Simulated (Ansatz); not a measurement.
Take TiAl (space group P4/mmm, No. 123; a = 2.824 Å, c = 4.075 Å; relaxed with 0.1 eV smearing) as the base.

Structures relaxed with PBE (Ansatz, an electronic-structure program; PAW; 420 eV plane waves; no spin-orbit coupling).

Base:

Simulated powder pattern, Co Kα, λ = 1.79026 Å (kinematic, ideal powder, no thermal factors, no anomalous dispersion; the 14 strongest lines at most, above 2 %, up to 2θ = 90°):

| 2θ (°) | I/Imax (%) | hkl |
|---|---|---|
| 25.38 | 9.2 | (001) |
| 36.96 | 6.9 | (100) |
| 45.37 | 100 | (101) |
| 52.13 | 16 | (002) |
| 53.26 | 31 | (110) |
| 59.89 | 2.8 | (111) |
| 65.61 | 2.0 | (102) |
| 77.76 | 19 | (112) |
| 78.68 | 9.3 | (200) |

After one change:

Simulated powder pattern, Co Kα, λ = 1.79026 Å (kinematic, ideal powder, no thermal factors, no anomalous dispersion; the 14 strongest lines at most, above 2 %, up to 2θ = 90°):

| 2θ (°) | I/Imax (%) |
|---|---|
| 24.87 | 9.1 |
| 36.21 | 6.8 |
| 44.43 | 100 |
| 51.03 | 16 |
| 52.14 | 31 |
| 58.60 | 2.9 |
| 64.16 | 2.1 |
| 75.96 | 19 |
| 76.85 | 9.4 |

Q: Which of these changes matches the shifts?
A. isotropic strain −1.50 %
B. isotropic strain +2.00 %
C. isotropic strain +2.50 %
D. isotropic strain +0.50 %

A: B, isotropic strain +2.00 %. Its volume per atom is 17.24 Å³ against 16.25 Å³, and its space group is P4/mmm (No. 123).

Whether these cells are dynamically stable was not tested. The final runs are not spin-polarised.
